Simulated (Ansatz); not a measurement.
**A computed series for CdTe: response to strain**

Take CdTe in the zinc blende structure (space group F-43m, No. 216; a = 6.558 Å) as the base. Axes: x, y, z lie along the cube axes.

Strains are applied to the cell and any free atomic positions relax; under biaxial strain the out-of-plane vector relaxes too.

Calculations: plane-wave PAW DFT at the r2SCAN level (Ansatz, a program for electronic structure, 500 eV), no spin-orbit coupling.

```csv
"biaxial strain, plane normal [111], relaxed out of plane (%)",out-of-plane strain (%)
-2.5,2.07
-2.08,1.71
-1.67,1.37
-1.25,?
-0.83,0.67
-0.42,0.34
0,0.00
```

Task: Fit ε⊥ = −νε + γε² (strains in %) to the rows shown and predict the withheld row.

Result: Least squares on the printed values gives ν = 0.80 (the biaxial Poisson response) and γ = 0.011 (largest residual 0.00 %); this predicts 1.02 %, and the run gives 1.02 %, in agreement.

Stability against distortions was not tested.
